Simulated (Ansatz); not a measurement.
Functionals compared on a constructed model of the (110) surface of bcc Nb, a pseudomorphic layer of Ru in the host's stacking (bottom of the slab: a bare face, its two planes held), in Ansatz (plane waves, PAW). The structure was relaxed with PBE; the other rows are single points on it. Cutoff 420 eV (500 eV for r2SCAN).

Model: 7-atom slab, 14.5 Å thick at the start, 14x14x1 mesh, Fermi-Dirac 0.1 eV, dipole correction, 2 atoms held, the rest relaxed; start symmetry kept, larger cells not searched; no spin, no spin-orbit, no U. It is one candidate, not shown to be the stable structure of the face. These notes are the PBE run's.

```
functional  work function of the top face (eV)  rough cost of the single point
----------  ----------------------------------  ------------------------------
PBE                                       4.39                               –
RPBE                                      4.21         roughly 40 core-seconds
r2SCAN                                     [?]  around 80 core-seconds (rough)
```

Task: Some entries are withheld; supply them.

Result: 
- r2SCAN, work function of the top face (eV): 4.34

Ansatz is an electronic-structure program.
